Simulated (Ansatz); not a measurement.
The starting structures come from a database of crystals and need not be the phases stable at ambient conditions.

By PBEsol, the system below comes out a metal.

A figure of merit of an interconnect metal is its ballistic conductance per area.

```
CELL_PARAMETERS angstrom
      7.10277     0.00000     0.00000
      0.00000     7.10277     0.00000
      0.00000     0.00000     3.71374
ATOMIC_POSITIONS crystal
  Zr 0.82593 0.32593 0.50000
  Zr 0.17407 0.67407 0.50000
  Zr 0.67407 0.82593 0.50000
  Zr 0.32593 0.17407 0.50000
  Zr 0.00000 0.00000 0.00000
  Zr 0.50000 0.50000 0.00000
  Si 0.37815 0.87815 0.00000
  Si 0.62185 0.12185 0.00000
  Si 0.12185 0.37815 0.00000
  Si 0.87815 0.62185 0.00000
```

Space group of this cell: P4/mbm. The cell is taken as given; by PBEsol its mean pressure is -3.8 GPa.

The current flows along the normal of the first two printed cell vectors, the (001) plane of the conventional cell. No spin-orbit coupling; the value is a mean over 0.1 eV about the Fermi level.

**Question.** State the ballistic conductance per area according to PBEsol in Ansatz (a program for electronic structure).

**Answer.** 0.63 × 10¹⁵ S/m² for both spins.
